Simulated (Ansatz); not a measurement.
Response to strain in CdSe

Base system: CdSe in the zinc blende structure (space group F-43m, No. 216; a = 6.082 Å). Axes: x, y, z lie along the cube axes.

Strains are applied to the cell and any free atomic positions relax; under biaxial strain the out-of-plane vector relaxes too.

All numbers come from PBEsol (Ansatz, a quantum-chemistry and plane-wave program, PAW, spin-orbit coupling left out).

Notes on the quantities. energy relative to the base: free energy F.

| variant | band gap | shortest interatomic distance | electron mass | energy relative to the base |
|---|---|---|---|---|
| base | 0.48 eV | 2.633 Å | 0.049 mₑ (at Γ) | 0 meV/atom |
| biaxial strain −3.00 %, plane normal [001], relaxed out of plane | 0.42 eV | 2.619 Å | 0.062 mₑ out of plane, 0.044 mₑ in plane (at Γ) | +7.3 meV/atom |
| biaxial strain −2.50 %, plane normal [001], relaxed out of plane | 0.43 eV | 2.622 Å | 0.060 mₑ out of plane, 0.045 mₑ in plane (at Γ) | +5.0 meV/atom |
| biaxial strain −1.50 %, plane normal [001], relaxed out of plane | 0.45 eV | 2.626 Å | 0.055 mₑ out of plane, 0.047 mₑ in plane (at Γ) | +1.8 meV/atom |
| biaxial strain −0.50 %, plane normal [001], relaxed out of plane | 0.47 eV | 2.631 Å | 0.051 mₑ out of plane, 0.048 mₑ in plane (at Γ) | +0.2 meV/atom |
| biaxial strain +0.50 %, plane normal [001], relaxed out of plane | 0.45 eV | 2.636 Å | 0.046 mₑ out of plane, 0.049 mₑ in plane (at Γ) | +0.2 meV/atom |
| biaxial strain +1.50 %, plane normal [001], relaxed out of plane | 0.39 eV | 2.641 Å | 0.042 mₑ out of plane, 0.050 mₑ in plane (at Γ) | +1.6 meV/atom |
| biaxial strain +2.00 %, plane normal [001], relaxed out of plane | 0.36 eV | 2.643 Å | 0.040 mₑ out of plane, 0.050 mₑ in plane (at Γ) | +2.9 meV/atom |
| biaxial strain +2.50 %, plane normal [001], relaxed out of plane | 0.34 eV | 2.646 Å | 0.037 mₑ out of plane, 0.050 mₑ in plane (at Γ) | +4.5 meV/atom |
| biaxial strain +3.00 %, plane normal [001], relaxed out of plane | 0.31 eV | 2.648 Å | 0.035 mₑ out of plane, 0.051 mₑ in plane (at Γ) | +6.4 meV/atom |

Masses are band curvatures over ±0.01 Å⁻¹ around the edge. Stability against distortions was not tested.
